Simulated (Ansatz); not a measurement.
Worked example: dielectric-response calculation of WSe₂ (P6_3/mmc, 6 atoms in the cell) in Ansatz (a quantum-chemistry and plane-wave program).

Method: PBEsol, default PAW files made with PBE (plane waves; Ansatz).

```xyz
6
Lattice="1.6482 -2.8548 0.0000 1.6482 2.8548 0.0000 0.0000 0.0000 13.0248" Properties=species:S:1:pos:R:3 pbc="T T T"
W      1.6482     0.9516     3.2562
W      1.6482    -0.9516     9.7686
Se     1.6482     0.9516    11.4488
Se     1.6482    -0.9516     4.9364
Se     1.6482    -0.9516     1.5760
Se     1.6482     0.9516     8.0884
```

Reference input (self-consistent single point, DFT, PBEsol, plane waves, default PAW files made with PBE): basis.ecutwfc = 30.9 Ry; kpoints.mp_grid.grid = 9 9 2; hamiltonian.xc = pbesol; hamiltonian.pseudopotentials = {kind: paw} (the program's default PAW files); scf.occupations.method = fermi_dirac; scf.occupations.width = 0.0037 Ry. This run's input differs from it in these lines:

Ansatz 0.2 input:
```diff
@@ -14,3 +14,3 @@
 basis:
-  ecutwfc: 30.9 Ry
+  ecutwfc: 40.1 Ry
 kpoints:
@@ -21,7 +21,4 @@
 scf:
-  occupations: { method: fermi_dirac, width: 0.0037 Ry }
-output:
-  forces: true
-  eigenvalues: true
-  stress: true
+  occupations: { method: fixed }
+dielectric: {}
```

The program printed (abridged):

```
SCF iter   1: F=—  HF=-42213.511103 eV  |F-HF|=—  |Δ(HF+E_count)|=         —  Δρ=4.87e-3  dr2=1.65e-2  ethr=1.77e-3  ⟨swp⟩=4.9  Hψ=8780  notcnv=0  defer=358
all-band conjugate gradients solve this SCF's bands
preconditioner: auto → Resta (q_TF=auto, 2.601 Å⁻¹)
SCF iter   2: F=—  HF=-42213.514382 eV  |F-HF|=—  |Δ(HF+E_count)|=   3.28e-3  Δρ=2.68e-3  dr2=3.22e-3  ethr=1.79e-5  ⟨swp⟩=3.0  Hψ=5582  notcnv=0  defer=396
   [... lines left out ...]
SCF iter   6: F=—  HF=-42213.516923 eV  |F-HF|=—  |Δ(HF+E_count)|=   4.70e-6  Δρ=1.68e-5  dr2=4.13e-7  ethr=8.95e-9  ⟨swp⟩=3.0  Hψ=4933  notcnv=0  defer=118
SCF iter   7: F=—  HF=-42213.516923 eV  |F-HF|=—  |Δ(HF+E_count)|=   3.21e-7  Δρ=4.69e-6  dr2=3.72e-8  ethr=4.49e-10  ⟨swp⟩=3.0  Hψ=5075  notcnv=0  defer=118
SCF iter   8: F=—  HF=-42213.516923 eV  |F-HF|=—  |Δ(HF+E_count)|=   1.75e-8  Δρ=1.20e-6  dr2=1.78e-9  ethr=4.05e-11  ⟨swp⟩=2.0  Hψ=4823  notcnv=0  defer=118
SCF iter   9: F=-42213.516923 eV  HF=-42213.516923 eV  |F-HF|=5.09e-11  |Δ(HF+E_count)|=   1.67e-9  Δρ=1.99e-7  dr2=4.07e-11  ethr=1.00e-12  ⟨swp⟩=8.1  Hψ=9412  notcnv=0
SCF 1 converged in 9 iterations: F = -42213.516923 eV  dr2 = 4.07e-11
DFPT response loops at Γ: preconditioner auto → Resta (q_TF=auto, 2.601 Å⁻¹)  ε∞=7.6 (no band partly filled) …
── the response to a field inside a basis, on 10×10×2 k-points: an SCF that follows is theirs, and a resumed run solves both again ──
Crystal: 6 atoms, lattice volume = 122.569 Å³
Bands: 47, of which v1, the nominal top of the filled ones, is band 46 counted from 1 (45 counted from 0)
k-points: 30 of 200 (irreducible under 8 space group operations)
Initial density: handed on by an earlier stage of this run
Initial wavefunctions: pseudopotential atomic-orbital guess (no wavefunctions were taken with the density)
   [... lines left out ...]
Free energy (F): -42213.516923 eV
Fermi energy:    12.647051 eV
   [... lines left out ...]
        -0.00000    0.00000    0.40364
    site 5:
         0.63259   -0.00000    0.00000
         0.00000    0.63259    0.00000
         0.00000   -0.00000    0.40364
  Z* charge neutrality: 4.706e-2 e pre-enforcement
  solved inside a basis spanned on kpoints, on 10×10×2 k-points, its susceptibility summed on 14×14×4: ε∞ is read to err by 8.2e-2, Z* by 3.2e-2 e (field_mesh …
```

The run converged in 14 iterations. 

Summary of the result:
```
Quantity                                                                                                                                 Value
----------------------------------------------------------------------------------------  ----------------------------------------------------
Free energy E − TS (on the zero of these files)                                                                                 -42213.5169 eV
Top of the valence band (on the code's own zero)                                                                                      12.65 eV
Gap on the k-point mesh                                                                                                                1.05 eV
ε∞ at this k-point mesh, which may be far from converged in small-gap cells (xx, yy, zz)                                      15.3, 15.3, 7.50
Born charges at this mesh (mean of the diagonal, e)                                       W -1.11, W -1.11, Se 0.56, Se 0.56, Se 0.56, Se 0.56
```

The starting cell has typed, rounded lattice constants, without a prior relaxation at this level. Its lattice was rescaled by up to half a per cent. Spin-orbit coupling is off.

Cost on one core of a shared machine: roughly 8 min.
